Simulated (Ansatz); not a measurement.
An Ansatz (an electronic-structure program) run: Ba with a change (Ba → Na); Ansatz, PBEsol, PAW, cutoff 420 eV, without spin-orbit coupling.

Input:

Ansatz 0.2 input:
```yaml
crystal:
  lattice:
    - [-2.0853708068, 2.0853708068, 2.0853708068]
    - [2.0853708068, -2.0853708068, 2.0853708068]
    - [2.0853708068, 2.0853708068, -2.0853708068]
  atoms:
    - { symbol: Na, position: [0, 0, 0] }
basis: { ecutwfc: 420, ecutrho_ratio: 4, xc_grid: 2, fft_grid_basis: typed }
kpoints: { mp_grid: { grid: [16, 16, 16] } }
hamiltonian:
  xc: pbesol
  dispersion: none
  pseudopotentials: { kind: paw }
scf: { occupations: { method: fermi_dirac, width: 0.05 }, convergence: { dr2_threshold: 0.0000000001 } }
output: { forces: true, stress: true }
checkpoint: { write: state.ck, write_every: 1000 }
```

Output (explanatory and most iteration lines left out):

```
Pseudopotential: Na, paw, valence charge 9
Crystal: 1 atoms, lattice volume = 36.275 Å³
Basis set: ecut = 420 eV, 683 PW (Γ), exchange–correlation on 50×50×50 points (8 copies of the dense FFT grid, shifted against one another)
Bands: 9, of which v1, the nominal top of the filled ones, is band 5 counted from 1 (4 counted from 0)
Symmetry: 48 space group operations
Space group: Im-3m (ITA 229), of the structure as read, at distance tolerance 3.3e-5 Å
k-points: 145 of 4096
Functional: x = pbesol(κ = 0.804, μ = 0.12345679012345678), c = pbesol(β = 0.046)
SCF iter   1: F=—  HF=-1475.872145 eV  |F-HF|=—  |Δ(HF+E_count)|=         —  Δρ=1.69e-3  dr2=4.61e-4  ethr=1.77e-3  ⟨swp⟩=5.1  Hψ=8474  notcnv=0
SCF iter   2: F=—  HF=-1475.871621 eV  |F-HF|=—  |Δ(HF+E_count)|=   5.24e-4  Δρ=5.64e-4  dr2=7.41e-5  ethr=5.12e-6  ⟨swp⟩=2.4  Hψ=3157  notcnv=0
SCF 1 converged in 8 iterations: F = -1475.871609 eV  dr2 = 6.75e-13
SCF converged after 8 iterations
Free energy (F): -1475.871609 eV
Internal energy: -1475.867844 eV  (E = F + TS)
E sigma→0 (E₀):  -1475.869727 eV
Entropy (-TS):   -0.003765 eV (-3.765 meV/atom)
Fermi energy:    1.808179 eV
--- Forces (eV/Å), atoms counted from 1 ---
  atom   1  Na     0.00000000     0.00000000     0.00000000
--- Stress (GPa, compression-positive) ---
        0.000002      -0.000000      -0.000000
        0.000000       0.000002      -0.000000
        0.000000      -0.000000       0.000002
  P = ⅓ Tr σ = 0.0000 GPa (0.000 kbar)
```

No phonon test of stability was made. The cell was made from Ba by this change: Ba → Na.
